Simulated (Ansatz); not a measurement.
Take Ag$_{2}$S in the anti-fluorite structure (space group Fm-3m, No. 225; a = 6.090 Å; a model cell, its experimental status unchecked) as the base.

Calculations: PBEsol (Ansatz, a first-principles code; PAW; 420 eV plane waves; scalar-relativistic without spin-orbit coupling), earlier PAW set.

One change was made to it. Results:

```
quantity                             base       after
-----------------------------  ----------  ----------
density                        7.29 g/cm³  7.44 g/cm³
shortest interatomic distance     2.637 Å     2.619 Å
```

What was done to the base?
A) pressure 18 GPa
B) pressure 60 GPa
C) pressure 1.8 GPa
D) pressure 30 GPa

C, pressure 1.8 GPa. For comparison, the density in the other runs: pressure 60 GPa gives 10.02 g/cm³; pressure 30 GPa gives 8.99 g/cm³; pressure 18 GPa gives 8.45 g/cm³.

Load acts through the strain it causes; cell and atoms are relaxed under it. Stability against distortions was not tested. No other phases were tried under pressure. All final runs are without spin polarisation. This is not the structure that Ag2S has at room temperature and ambient pressure.
